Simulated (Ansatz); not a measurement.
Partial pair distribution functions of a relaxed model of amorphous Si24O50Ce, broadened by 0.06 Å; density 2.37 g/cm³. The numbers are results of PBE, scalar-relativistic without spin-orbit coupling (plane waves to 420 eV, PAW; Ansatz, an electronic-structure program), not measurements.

Preparation: random packing, a CHGNet melt and quench, and a DFT relaxation. O atoms were pushed apart under 1.9 Å during the dynamics, to hinder bonds among them. The hot cell started wider than the set density and was brought back towards it in steps. It is the lowest in DFT energy of 3 quenches. It is a model cell: composition and starting density were chosen by hand, and all elements were melted together. No dispersion term was used. Its density started from a set value of 2.37 and ended at 2.37 g/cm³. Cooling (nominally 320 K/ps over its main leg) ran many orders faster than in experiment, which tends to leave more defects and strain. Values belong to this one cell and scatter from quench to quench. The volume was held where the preparation left it and the shape relaxed, at a PBE pressure of 2.3 GPa. Stress components on the final sampling reach 2.3 GPa.

```json
[
 {"r (Å)": "1.35", "g Si-O": "0.00", "g O-Ce": "0.00", "g Si-Si": "0.00", "g O-O": "0.00"},
 {"r (Å)": "1.45", "g Si-O": "0.32", "g O-Ce": "0.00", "g Si-Si": "0.00", "g O-O": "0.00"},
 {"r (Å)": "1.55", "g Si-O": "8.23", "g O-Ce": "0.00", "g Si-Si": "0.00", "g O-O": "0.00"},
 {"r (Å)": "1.65", "g Si-O": "16.05", "g O-Ce": "0.00", "g Si-Si": "0.00", "g O-O": "0.00"},
 {"r (Å)": "1.75", "g Si-O": "2.54", "g O-Ce": "0.00", "g Si-Si": "0.00", "g O-O": "0.00"},
 {"r (Å)": "1.85", "g Si-O": "0.04", "g O-Ce": "0.00", "g Si-Si": "0.00", "g O-O": "0.00"},
 {"r (Å)": "1.95", "g Si-O": "0.00", "g O-Ce": "0.24", "g Si-Si": "0.00", "g O-O": "0.00"},
 {"r (Å)": "2.05", "g Si-O": "0.00", "g O-Ce": "5.09", "g Si-Si": "0.00", "g O-O": "0.00"},
 {"r (Å)": "2.15", "g Si-O": "0.00", "g O-Ce": "8.57", "g Si-Si": "0.01", "g O-O": "0.00"},
 {"r (Å)": "2.25", "g Si-O": "0.00", "g O-Ce": "1.92", "g Si-Si": "0.20", "g O-O": "0.01"},
 {"r (Å)": "2.35", "g Si-O": "0.00", "g O-Ce": "0.06", "g Si-Si": "0.34", "g O-O": "0.08"},
 {"r (Å)": "2.45", "g Si-O": "0.00", "g O-Ce": "0.24", "g Si-Si": "0.03", "g O-O": "0.37"},
 {"r (Å)": "2.55", "g Si-O": "0.00", "g O-Ce": "1.71", "g Si-Si": "0.00", "g O-O": "3.12"},
 {"r (Å)": "2.65", "g Si-O": "0.01", "g O-Ce": "0.75", "g Si-Si": "0.14", "g O-O": "6.69"},
 {"r (Å)": "2.75", "g Si-O": "0.07", "g O-Ce": "0.06", "g Si-Si": "1.12", "g O-O": "3.98"},
 {"r (Å)": "2.85", "g Si-O": "0.15", "g O-Ce": "0.83", "g Si-Si": "1.79", "g O-O": "1.02"},
 {"r (Å)": "2.95", "g Si-O": "0.31", "g O-Ce": "1.16", "g Si-Si": "3.09", "g O-O": "0.57"},
 {"r (Å)": "3.05", "g Si-O": "0.28", "g O-Ce": "0.10", "g Si-Si": "4.36", "g O-O": "0.42"},
 {"r (Å)": "3.15", "g Si-O": "0.53", "g O-Ce": "0.00", "g Si-Si": "3.69", "g O-O": "0.49"},
 {"r (Å)": "3.25", "g Si-O": "0.79", "g O-Ce": "0.00", "g Si-Si": "0.88", "g O-O": "0.56"},
 {"r (Å)": "3.35", "g Si-O": "0.71", "g O-Ce": "0.03", "g Si-Si": "0.02", "g O-O": "0.57"},
 {"r (Å)": "3.45", "g Si-O": "1.02", "g O-Ce": "0.60", "g Si-Si": "0.00", "g O-O": "0.56"},
 {"r (Å)": "3.55", "g Si-O": "1.38", "g O-Ce": "0.77", "g Si-Si": "0.02", "g O-O": "0.63"},
 {"r (Å)": "3.65", "g Si-O": "1.25", "g O-Ce": "0.07", "g Si-Si": "0.25", "g O-O": "0.36"},
 {"r (Å)": "3.75", "g Si-O": "1.47", "g O-Ce": "0.41", "g Si-Si": "0.20", "g O-O": "0.32"},
 {"r (Å)": "3.85", "g Si-O": "1.19", "g O-Ce": "0.78", "g Si-Si": "0.27", "g O-O": "0.53"},
 {"r (Å)": "3.95", "g Si-O": "1.54", "g O-Ce": "1.01", "g Si-Si": "0.70", "g O-O": "0.64"},
 {"r (Å)": "4.05", "g Si-O": "1.92", "g O-Ce": "1.62", "g Si-Si": "0.90", "g O-O": "0.80"},
 {"r (Å)": "4.15", "g Si-O": "2.03", "g O-Ce": "0.73", "g Si-Si": "0.87", "g O-O": "0.86"},
 {"r (Å)": "4.25", "g Si-O": "1.68", "g O-Ce": "0.63", "g Si-Si": "0.79", "g O-O": "0.75"},
 {"r (Å)": "4.35", "g Si-O": "0.87", "g O-Ce": "0.66", "g Si-Si": "0.68", "g O-O": "0.79"},
 {"r (Å)": "4.45", "g Si-O": "0.73", "g O-Ce": "1.46", "g Si-Si": "0.83", "g O-O": "0.93"},
 {"r (Å)": "4.55", "g Si-O": "0.48", "g O-Ce": "2.01", "g Si-Si": "0.77", "g O-O": "1.19"},
 {"r (Å)": "4.65", "g Si-O": "0.57", "g O-Ce": "1.28", "g Si-Si": "1.07", "g O-O": "1.34"},
 {"r (Å)": "4.75", "g Si-O": "0.67", "g O-Ce": "0.38", "g Si-Si": "1.01", "g O-O": "1.60"},
 {"r (Å)": "4.85", "g Si-O": "0.72", "g O-Ce": "1.49", "g Si-Si": "1.27", "g O-O": "1.50"},
 {"r (Å)": "4.95", "g Si-O": "0.80", "g O-Ce": "1.55", "g Si-Si": "0.91", "g O-O": "1.33"},
 {"r (Å)": "5.05", "g Si-O": "0.98", "g O-Ce": "2.08", "g Si-Si": "1.15", "g O-O": "1.24"}
]
```

Within 1.90 Å each Si has 4.00 O neighbours on average.
